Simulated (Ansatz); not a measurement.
This Ansatz (a first-principles code) input is the reference run, an 8-atom supercell of Al in the fcc (Cu type) structure (space group Fm-3m, No. 225) at its relaxed geometry, computed with r2SCAN (Ansatz, PAW, no spin-orbit coupling), earlier PAW set:

Ansatz 0.2 input:
```yaml
crystal:
  lattice:
    - [0, 3.990724718, 3.990724718]
    - [3.990724718, 0, 3.990724718]
    - [3.990724718, 3.990724718, 0]
  atoms:
    - { symbol: Al, position: [0, 0, 0] }
    - { symbol: Al, position: [0, 0, 0.5] }
    - { symbol: Al, position: [0, 0.5, 0] }
    - { symbol: Al, position: [0, 0.5, 0.5] }
    - { symbol: Al, position: [0.5, 0, 0] }
    - { symbol: Al, position: [0.5, 0, 0.5] }
    - { symbol: Al, position: [0.5, 0.5, 0] }
    - { symbol: Al, position: [0.5, 0.5, 0.5] }
basis: { ecutwfc: 500, ecutrho_ratio: 4, xc_grid: 4, fft_grid_basis: typed }
kpoints: { mp_grid: { grid: [7, 7, 7] } }
hamiltonian:
  xc: r2scan
  dispersion: none
  pseudopotentials: { azcp: { folder: ./paw }, kind: paw }
scf: { occupations: { method: fermi_dirac, width: 0.05 }, convergence: { dr2_threshold: 0.0000000008 } }
output: { forces: true, stress: true }
checkpoint: { write: state.ck, write_every: 1000 }
```

Task: Write the input for this change: one Li atom is added in an open site, starting 2.00 Å from the nearest host atom, atoms relaxed at fixed cell, starting from a slightly rattled geometry.

Result: 
Ansatz 0.2 input:
```yaml
crystal:
  lattice:
    - [0, 3.990724718, 3.990724718]
    - [3.990724718, 0, 3.990724718]
    - [3.990724718, 3.990724718, 0]
  atoms:
    - { symbol: Al, position: [-0.0022503222, -0.0001438706, 0.0026133024] }
    - { symbol: Al, position: [-0.0011796434, 0.0036644979, 0.5027611172] }
    - { symbol: Al, position: [-0.0003983432, 0.508620826, -0.0070643026] }
    - { symbol: Al, position: [0.0008883119, 0.492717296, 0.5031892257] }
    - { symbol: Al, position: [0.4996717013, -0.0011702106, 0.0001188482] }
    - { symbol: Al, position: [0.5010956662, 0.0003941936, 0.4955001525] }
    - { symbol: Al, position: [0.5035516054, 0.4943117198, 0.0031778303] }
    - { symbol: Al, position: [0.4940157209, 0.5090719037, 0.4989621904] }
    - { symbol: Li, position: [0.2485316662, 0.25272467, 0.2496569673] }
basis: { ecutwfc: 500, ecutrho_ratio: 4, xc_grid: 4, fft_grid_basis: typed }
kpoints: { mp_grid: { grid: [7, 7, 7] } }
hamiltonian:
  xc: r2scan
  dispersion: none
  pseudopotentials: { azcp: { folder: ./paw }, kind: paw }
scf: { occupations: { method: fermi_dirac, width: 0.05 }, convergence: { dr2_threshold: 0.0000000009 } }
relax: { f_tol: 0.02, max_steps: 45 }
output: { forces: true, stress: true }
checkpoint: { write: state.ck, write_every: 1000 }
```
This is the input that was run; other choices of cell and start would serve too.

In so small a cell the defect repeats every few ångströms: this is an ordered compound, not a dilute defect. The defect cell is not spin-polarised.
